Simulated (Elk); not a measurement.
A self-consistent single point of TePdSe (P3m1, 3 atoms in the cell) with Elk.

Method: LDA (PW92), all-electron FP-LAPW, Elk's shipped species files, default APW+lo basis in Elk.

```
TePdSe
1.0
    3.92744     0.00000     0.00000
   -1.96372     3.40126     0.00000
    0.00000     0.00000     5.02889
Te Pd Se
1 1 1
Cartesian
  0.00000   0.00000   3.67386
  0.00000   2.26751   0.04481
  1.96372   1.13375   1.31023
```

Reference input (self-consistent single point, DFT, PBEsol, all-electron FP-LAPW, Elk's shipped species files, default APW+lo basis): xctype = 22; stype = 0; swidth = 0.00367493 Ha; ngridk = 10 10 7; maxscl = 100. This run's input differs from it in these lines:

```diff
@@ -2,5 +2,2 @@
   0
-
-xctype
-  22
```

The program printed (abridged):

```
│ Self-consistent loop started │
│ Loop number : 1 │
 total energy                :     -14239.9962641
│ Loop number : 2 │
 total energy                :     -14241.8145136
RMS change in Kohn-Sham potential (target) :   0.5441964660     (  0.1000000000E-05)
Absolute change in total energy (target)   :    1.818249558     (  0.1000000000E-03)
│ Loop number : 3 │
 total energy                :     -14255.5006313
RMS change in Kohn-Sham potential (target) :   0.2619183104     (  0.1000000000E-05)
Absolute change in total energy (target)   :    14.14068007     (  0.1000000000E-03)
│ Loop number : 4 │
   [... lines left out ...]
Absolute change in total energy (target)   :   0.2589634150E-03 (  0.1000000000E-03)
│ Loop number : 18 │
 total energy                :     -14260.7437207
RMS change in Kohn-Sham potential (target) :   0.3864140587E-06 (  0.1000000000E-05)
Absolute change in total energy (target)   :   0.1092441635E-03 (  0.1000000000E-03)
│ Loop number : 19 │
 total energy                :     -14260.7436990
RMS change in Kohn-Sham potential (target) :   0.9723430256E-07 (  0.1000000000E-05)
Absolute change in total energy (target)   :   0.4891405115E-04 (  0.1000000000E-03)
Convergence targets achieved

│ Loop number : 20 │

Energies :
 Fermi                       :     0.238871660837
 total energy                :     -14260.7436953

Density of states at Fermi energy :    45.75912756
 (states/Hartree/unit cell)

Estimated indirect band gap :   0.4797305196E-03
 from k-point     60 to k-point     24
Estimated direct band gap   :   0.1403528066E-01
 at k-point     22

Charges :
 core                        :    82.00000000
 valence                     :    50.00000000
 interstitial                :    5.237022573
 muffin-tins (core leakage)
  species :    1 (Te)
   atom    1                 :    49.58408116     (  0.7383746748E-03)
  species :    2 (Pd)
   atom    1                 :    44.83838369     (  0.1269140171E-07)
  species :    3 (Se)
   atom    1                 :    32.34051259     (  0.6636712633E-04)
 total in muffin-tins        :    126.7629774
 total calculated charge     :    131.9945970
 total charge                :    132.0000000
 error                       :   0.5403039596E-02

│ Self-consistent loop stopped │
```

The run converged in 20 iterations. The count includes the last loop, which Elk runs after its targets are met. 

The starting cell comes from a database of computed structures (which also holds hypothetical and non-ambient phases and stackings), without a prior relaxation at this level. Spin-orbit coupling is off. Spin polarisation is off. Values depend on the basis (sphere radii, cutoffs, local orbitals), which need not be converged. The log's line on a gap gives a spacing of levels on this mesh, which the program prints for metals too.

Cost on one core of a shared machine: roughly 2 min.
